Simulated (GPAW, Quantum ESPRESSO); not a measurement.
A GPAW input for a self-consistent single point of SrAl2 (Imma, 6 atoms in the cell) (DFT LDA (Perdew-Wang 92), plane waves, GPAW PAW datasets LDA (gpaw-data 1.0.1)):

```python
from ase import Atoms
from ase.units import GPa
from gpaw import GPAW

atoms = Atoms(['Sr', 'Sr', 'Al', 'Al', 'Al', 'Al'],
              cell=[[-2.412938, 3.975649, 3.967343],
                    [2.412938, -3.975649, 3.967343],
                    [2.412938, 3.975649, -3.967343]],
              scaled_positions=[[0.300330, 0.550330, 0.750000],
                                [0.699670, 0.449670, 0.250000],
                                [0.270830, 0.839370, 0.431460],
                                [0.729170, 0.160630, 0.568540],
                                [0.907910, 0.839370, 0.068540],
                                [0.092090, 0.160630, 0.931460]],
              pbc=True)

calc = GPAW(mode={'name': 'pw', 'ecut': 550},
            xc='LDA',
            kpts={'size': (6, 6, 6), 'gamma': True},
            occupations={'name': 'methfessel-paxton', 'width': 0.1, 'order': 0},
            nbands=-12,
            convergence={'forces': 0.001},
            symmetry={'symmorphic': False, 'tolerance': 0.0005},
            maxiter=150,
            txt='-')

atoms.calc = calc

energy = atoms.get_potential_energy()
print('Energy (eV):', round(energy, 6))
forces = atoms.get_forces()
print('Forces (eV/Ang):')
print(forces.round(5))
stress = atoms.get_stress()
print('Stress (GPa, Voigt):', (stress / GPa).round(4))
```

Problem. Give the Quantum ESPRESSO input for the same structure, mesh, smearing and functional.

Solution. This is the input that was run; spellings and numerical settings could be chosen otherwise.

```fortran
&control
   calculation = 'scf'
   outdir = './out'
   pseudo_dir = './'
   tprnfor = .true.
   tstress = .true.
/
&system
   ibrav = 11
   celldm(1) = 9.11958395
   celldm(2) = 1.6476382733
   celldm(3) = 1.6441959967
   nat = 6
   ntyp = 2
   ecutwfc = 40
   ecutrho = 200
   occupations = 'smearing'
   smearing = 'gaussian'
   degauss = 0.0073499
/
&electrons
   conv_thr = 1e-10
/
ATOMIC_SPECIES
Sr    87.6200  sr_lda_v1.uspp.F.UPF
Al    26.9815  al_lda_v1.uspp.F.UPF
ATOMIC_POSITIONS crystal
Sr   -0.44967000    0.25000000    0.30033000
Sr    0.44967000   -0.25000000    0.69967000
Al   -0.16063000    0.56854000    0.27083000
Al    0.16063000   -0.56854000    0.72917000
Al    0.83937000   -0.06854000    0.90791000
Al   -0.83937000    0.06854000    0.09209000
K_POINTS automatic
6 6 6  0 0 0
```

Basis settings and potentials, where a program has them, do not carry over. This input uses DFT, LDA (PZ), plane waves, GBRV 1.5 ultrasoft (LDA) pseudopotentials. LDA parametrisations can differ slightly between programs.

The starting cell comes from a database of computed structures (which also holds hypothetical and non-ambient phases and stackings), without a prior relaxation at this level. Its lattice was rescaled by a random factor within 2.5 % of one. For this run, on top of that: lattice scaled by 0.98.
